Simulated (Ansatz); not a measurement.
The starting structures come from a database of crystals and need not be the phases stable at ambient conditions.

 Where the default PAW files enter, the runs use the earlier of Ansatz's two default sets.

Input:

```xyz
6
Lattice="5.8382 0.0000 0.0000 0.0000 9.4903 0.0000 2.9191 -4.7451 2.9267" Properties=species:S:1:pos:R:3 pbc="T T T"
Si     1.4595     0.0000     0.0000
Si     4.3786     0.0000     0.0000
Se     5.8382     1.1984     1.3043
Se     2.9191     3.5468     1.6224
Se     2.9191    -1.1984     1.3043
Se     5.8382     5.9435     1.6224
```

Space group of this cell: Ibam. The cell was relaxed by PBE-D3(BJ).

Transport runs along the normal of the first two printed cell vectors.

The gap is the functional's own, uncorrected, and κ follows it; spin-orbit coupling is left out. Mid-gap values are interpolated between the computed energies.

**Question.** State the band gap and the smallest decay constant κ at mid-gap according to PBEsol in Ansatz (an electronic-structure program).

**Answer.** Gap 1.42 eV on a 10×10×10 mesh; κ = 0.234 1/Å, at the zone centre.
